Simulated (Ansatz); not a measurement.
## V2O5 (Pmmn, No. 59, 14 atoms in the cell; start mp-754670)

Computed with r²SCAN (PAW; Ansatz, a first-principles code).

Run with plane-wave cutoff 500 eV, 12×4×6 k mesh (along the axes of the cell as run), Fermi–Dirac smearing 0.05 eV, no spin polarisation, scalar-relativistic PAW data made under PBE.

Cell (relaxed at this level):

Space group Pmmn, origin choice 1 (No. 59); a = 3.541 Å, b = 11.520 Å, c = 4.374 Å, α = 90.00°, β = 90.00°, γ = 90.00°

```
atom  site  symmetry       x       y       z
----  ----  --------  ------  ------  ------
V       4e       m..  0.5000  0.3516  0.1128
O       2a       mm2  0.0000  0.0000  0.9948
O       4e       m..  0.0000  0.1461  0.5276
O       4e       m..  0.0000  0.3186  0.0054
```

```
Quantity                       Result
--------  ---------------------------
band gap  2.20 eV (on the SCF k mesh)
```

Note: the relaxation could not lower the start's symmetry, so the cell can be a saddle point above a distorted one.

The computed numbers hold no vibrational or temperature effects.

It cost around 70 core-minutes (rough) of CPU time.

A start named mp-… is a Materials Project structure, which need not be a measured phase.
